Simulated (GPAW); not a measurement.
Band structure of Mg₃GaO₄ (Pm-3m, 8 atoms in the cell).

```yaml
crystal:
  lattice:
    - [4.36349, 0.00000, 0.00000]
    - [0.00000, 4.36349, 0.00000]
    - [0.00000, 0.00000, 4.36349]
  atoms:
    - { symbol: Mg, position: [0.00000, 0.50000, 0.50000] }
    - { symbol: Mg, position: [0.50000, 0.00000, 0.50000] }
    - { symbol: Mg, position: [0.50000, 0.50000, 0.00000] }
    - { symbol: Ga, position: [0.00000, 0.00000, 0.00000] }
    - { symbol: O, position: [0.50000, 0.00000, 0.00000] }
    - { symbol: O, position: [0.00000, 0.50000, 0.00000] }
    - { symbol: O, position: [0.00000, 0.00000, 0.50000] }
    - { symbol: O, position: [0.50000, 0.50000, 0.50000] }
```

Level of theory: PBEsol, GPAW PAW datasets PBEsol (made by gpaw-setup) (plane waves; GPAW).

Settings: mode = pw; ecut = 950 eV; xc = PBEsol; kpts = 8 8 8; mesh shift (steps) = 0 0 0; occupations.name = fermi-dirac; occupations.width = 0.05 eV; nbands = -16; symmetry.symmorphic = false; symmetry.tolerance = 0.0005; maxiter = 100; bandpath_npoints = 40.

The starting cell comes from a database of computed structures (which also holds hypothetical and non-ambient phases and stackings), without a prior relaxation at this level.

Levels in eV from the Fermi level, bands 25 to 32:
| point | 25 | 26 | 27 | 28 | 29 | 30 | 31 | 32 |
|---|---|---|---|---|---|---|---|---|
| Γ | -5.67 | -4.47 | -4.47 | -4.47 | -3.68 | 0.98 | 4.48 | 4.48 |
| X | -5.34 | -5.34 | -5.01 | -5.01 | -0.21 | 2.41 | 4.45 | 5.68 |
| M | -5.00 | -4.95 | -4.95 | -4.76 | 1.65 | 2.91 | 2.91 | 4.10 |
| R | -4.87 | -4.87 | -4.76 | -4.76 | 1.54 | 1.54 | 1.54 | 2.77 |

Bands cross the Fermi level along this path, so the cell is metallic at this level.
